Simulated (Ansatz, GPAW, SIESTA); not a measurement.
MgSc₃Ru₂ (P4/mmm, 6 atoms in the cell) computed with different codes at matched settings

Self-consistent single point.

```
CELL_PARAMETERS angstrom
      3.26799     0.00000     0.00000
      0.00000     3.26799     0.00000
      0.00000     0.00000    10.92427
ATOMIC_POSITIONS crystal
  Mg 0.50000 0.50000 0.50000
  Sc 0.00000 0.00000 0.00000
  Sc 0.00000 0.00000 0.71455
  Sc 0.00000 0.00000 0.28545
  Ru 0.50000 0.50000 0.84736
  Ru 0.50000 0.50000 0.15264
```

Shared settings, as Ansatz (a first-principles code) writes them: kpoints.mp_grid.grid = 7 7 3; scf.occupations.method = fermi_dirac; scf.occupations.width = 0.1 eV. Potentials and cutoffs stand in the table.

```csv
code,model,pressure (GPa),largest force (eV/Å),cutoff
GPAW,"LDA (Perdew-Wang 92), GPAW PAW datasets LDA (gpaw-data 1.0.1)",-8.76,0.601,850 eV
SIESTA,"LDA PW92, numerical atomic orbitals TZP, PseudoDojo LDA standard norm-conserving potentials (rewritten from UPF to PSML)",-8.96,0.671,grid 350 Ry
Ansatz,"LDA (PW92), PAW files made with PBE",-8.88,0.608,default
```

Size of the force on each atom (eV/Å): Sizes of forces hide their directions.

```json
[
 {"code": "GPAW", "Mg1": "0.000", "Sc2": "0.000", "Sc3": "0.601", "Sc4": "0.601", "Ru5": "0.074", "Ru6": "0.074"},
 {"code": "SIESTA", "Mg1": "0.000", "Sc2": "0.000", "Sc3": "0.671", "Sc4": "0.671", "Ru5": "0.010", "Ru6": "0.010"},
 {"code": "Ansatz", "Mg1": "0.000", "Sc2": "0.000", "Sc3": "0.608", "Sc4": "0.608", "Ru5": "0.071", "Ru6": "0.071"}
]
```

On Ansatz's run: spin polarisation is off.

The spread over the programs that give each value: pressure within 0.20 GPa; largest force within 0.070 eV/Å.

SIESTA uses small atom-centred bases, whose incompleteness enters pressures, forces and empty levels differently from a plane-wave cutoff. Ansatz's pressure is given at a fixed set of plane waves, as the other plane-wave codes print theirs; with its correction for the finite basis it is -8.83 GPa.

The starting cell comes from a database of computed structures (which also holds hypothetical and non-ambient phases and stackings), without a prior relaxation at this level. Its lattice was rescaled by a random factor within 2.5 % of one.

Keys are those of Ansatz 0.2.
